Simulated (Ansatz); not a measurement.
The parent structure is ScGe (space group Cmcm, No. 63; a = 3.975 Å, b = 10.001 Å, c = 3.739 Å; a cell from a computed database, its experimental status unchecked; relaxed with 0.1 eV smearing). Axes: x, y, z lie along a, b, c of the conventional cell.

Computed with Kohn–Sham DFT with the PBEsol functional, run in Ansatz (an electronic-structure program) with PAW and 420 eV plane waves, spin-orbit coupling left out.

For the base:

- Shortest interatomic distance = 259.1 pm

One thing is altered: biaxial strain +3.19 %, plane normal [001], relaxed out of plane (Cartesian); in-plane vectors clamped, the third vector and the atoms free.

Problem. Estimate the effect on the energy relative to the base.

Solution. The energy rises by 22 meV/atom.

Problem. What does the calculation give for the shortest interatomic distance after the change?

Solution. The shortest interatomic distance goes up by 1.7 pm (259.1 pm → 260.8 pm).

Problem. What does the calculation give for the out-of-plane strain after the change?

Solution. The out-of-plane strain comes out as -1.81 %.

No phonon test of stability was made. The final runs are not spin-polarised.
